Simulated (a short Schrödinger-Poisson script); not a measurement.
System: gated In0.52Al0.48As/In0.53Ga0.47As modulation-doped gas in a quantum well, at 20 K.

| layer | material | thickness (nm) | Nd (cm⁻³) | Na (cm⁻³) |
|---|---|---|---|---|
| 1 | In0.52Al0.48As | 30 | - | - |
| 2 | In0.52Al0.48As | 10 | 1.4e18 | - |
| 3 | In0.52Al0.48As | 5 | - | - |
| 4 | In0.53Ga0.47As | 20 | - | - |
| 5 | In0.52Al0.48As | 4000 | - | 4e14 |

Constants are typed, rounded textbook-type inputs, not results; the design itself was drawn at random and stands for no fabricated device. In0.52Al0.48As: permittivity 12.5, conduction-band edge (eV) 0.52, gap (eV) 1.45, electron mass (mₑ) 0.075, Nv at 300 K (cm⁻³) 1.1e19. In0.53Ga0.47As: permittivity 13.9, conduction-band edge (eV) 0, gap (eV) 0.74, Nv at 300 K (cm⁻³) 7.7e18.

Channel valleys (confinement mass, in-plane density-of-states mass, number): Γ 0.041, 0.041, 1. At the gate the conduction-band edge of layer 1 lies 0.65 eV − eVg above the Fermi level of the channel; the field vanishes at the back. Donor level 0.05 eV below the band edge. The barrier under the gate holds no holes. Gaps are held at their typed values at every temperature. Mesh 0.08 nm at interfaces.

Solved with a short Schrödinger-Poisson script written for these runs: 1D Poisson equation in equilibrium, electrons quantum, Hartree (BenDaniel-Duke, 40 states a valley, the channel's in-plane mass for all, wave functions free to enter the barrier), parabolic valleys, classical holes, donors ionised by Fermi statistics, acceptors fully, no traps, pinning or gate leakage.

The same stack at other levels of the model or other numerical settings:

| run | sheet density of all electrons at Vg = 0.4 V (cm⁻²) | sheet density of all electrons at Vg = -0.1 V (cm⁻²) | capacitance at Vg = 0.4 V (μF/cm²) | centroid of the channel electrons at Vg = 0.4 V (nm) | rough cost against the base |
|---|---|---|---|---|---|
| base | 1.18e12 | 5.20e11 | 0.218 | 6.63 | about 1 |
| electrons treated as classical, Boltzmann | [?] | 6.42e11 | [?] | 0.49 | 0.02 |
| electrons treated as classical, Fermi-Dirac | 1.22e12 | 5.45e11 | 0.217 | 5.97 | 0.07 |
| electrons treated as quantum, Hartree plus LDA exchange-correlation | 1.20e12 | [?] | 0.219 | 6.48 | 1 |
| mesh six times as coarse | 1.18e12 | 5.20e11 | 0.218 | 6.61 | 0.2 |
| one subband a valley | 1.18e12 | 5.20e11 | 0.213 | 6.30 | 0.2 |

### Question
What belongs in the gaps?

### Answer

- electrons treated as quantum, Hartree plus LDA exchange-correlation, sheet density of all electrons at Vg = -0.1 V (cm⁻²): 5.31e11
- electrons treated as classical, Boltzmann, sheet density of all electrons at Vg = 0.4 V (cm⁻²): 1.40e12
- electrons treated as classical, Boltzmann, capacitance at Vg = 0.4 V (μF/cm²): 0.245

The classical rows ignore confinement, and Boltzmann statistics overrate the density once the band edge passes the Fermi level.
